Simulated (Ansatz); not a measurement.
**ZnO, alloy series**

Base system: ZnO in the wurtzite structure (space group P6_3mc, No. 186; a = 3.235 Å, c = 5.211 Å).

The other end (x = 1) is ZnS in the wurtzite structure (space group P6_3mc, No. 186): 19.59 Å³/atom, gap 2.78 eV.

S replaces a fraction x of O; each row is one arrangement (x, atoms in the cell, starting space group or random), fully relaxed.

All numbers come from r2SCAN in Ansatz (plane waves to 500 eV, PAW, spin-orbit coupling left out).

**Question.** Only one of these has no band gap. Which?
(A) x(S) = 0.333, 12 atoms, P31m
(B) x(S) = 0.333, 12 atoms, P3m1
(C) x(S) = 0.333, 12 atoms, R3

**Answer.** B, x(S) = 0.333, 12 atoms, P3m1. Computed: x(S) = 0.333, 12 atoms, R3: 1.16 eV; x(S) = 0.333, 12 atoms, P31m: 1.10 eV; x(S) = 0.333, 12 atoms, P3m1: zero

These are small ordered cells, not random alloys; other orderings at the same x differ. Stability against distortions was not tested. All final runs are without spin polarisation. A zero or small gap of Zn3SO2 can be the functional's error rather than a property of the material.

Ansatz is a first-principles code.
